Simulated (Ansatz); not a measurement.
# The (110) surface of bcc Nb, a cell of two sites (a+b, b-a), one Nb site of the top plane empty (bottom of the slab: a bare face, its two planes held)

Level of theory: PBE (plane waves to 420 eV, PAW; Ansatz, a first-principles code).

Slab: 11 atoms, 11.7 Å thick at the start; k 11x8x1, smearing 0.1 eV, dipole-corrected; 4 atoms held, the rest relaxed; held to the start's symmetry, so lower structures may exist; no spin, no spin-orbit, no U. In PBE it is, or lies within 0.01 eV a 1x1 cell of, the lowest of the 2 structures of its composition computed so far; larger cells were not tried.

```
Item                                           Result
-----------------------------  ----------------------
work function of the top face                 3.33 eV
energy released by relaxation                 0.80 eV
cost                           roughly 3 core-minutes
```
